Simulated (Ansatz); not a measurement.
AlN, carrier doping

Start from AlN in the zinc blende structure (space group F-43m, No. 216).

```yaml
crystal:
  lattice:
    - [0.00000, 2.20161, 2.20161]
    - [2.20161, 0.00000, 2.20161]
    - [2.20161, 2.20161, 0.00000]
  atoms:
    - { symbol: N, position: [0.75000, 0.75000, 0.75000] }
    - { symbol: Al, position: [0.00000, 0.00000, 0.00000] }
```

Carriers are added at fixed cell with a uniform background; the Fermi–Dirac width is that of 300 K.

Method: Ansatz (a first-principles code) PBE, scalar-relativistic without spin-orbit coupling.

Notes on the quantities. Fermi level from band edge: Fermi level relative to the doped band's edge (positive inside the band; to 0.05 eV).

```json
[
 {"change": "undoped", "Fermi level from band edge": "–", "gap between the host's bands": "3.31 eV"},
 {"change": "electrons 7.0×10^20 cm⁻³", "Fermi level from band edge": "+0.35 eV", "gap between the host's bands": "3.30 eV"},
 {"change": "electrons 2.0×10^21 cm⁻³", "Fermi level from band edge": "+0.65 eV", "gap between the host's bands": "3.29 eV"},
 {"change": "electrons 5.0×10^21 cm⁻³", "Fermi level from band edge": "___", "gap between the host's bands": "___"},
 {"change": "electrons 2.0×10^22 cm⁻³", "Fermi level from band edge": "+2.20 eV", "gap between the host's bands": "3.11 eV"},
 {"change": "holes 7.0×10^20 cm⁻³", "Fermi level from band edge": "0.00 eV", "gap between the host's bands": "3.34 eV"},
 {"change": "holes 2.0×10^21 cm⁻³", "Fermi level from band edge": "+0.05 eV", "gap between the host's bands": "3.39 eV"},
 {"change": "holes 5.0×10^21 cm⁻³", "Fermi level from band edge": "+0.15 eV", "gap between the host's bands": "3.51 eV"},
 {"change": "holes 2.0×10^22 cm⁻³", "Fermi level from band edge": "+0.40 eV", "gap between the host's bands": "4.12 eV"}
]
```

### Question
Fill in the withheld entries from the trend.

### Answer

- electrons 5.0×10^21 cm⁻³, Fermi level from band edge: +1.10 eV
- electrons 5.0×10^21 cm⁻³, gap between the host's bands: 3.25 eV

Carriers are added with a uniform compensating background; total energy and stress of such cells depend on the potential's zero and are not compared; many-body gap narrowing is missing at this level. Whether these cells are dynamically stable was not tested. This is not the structure that AlN has at room temperature and ambient pressure.
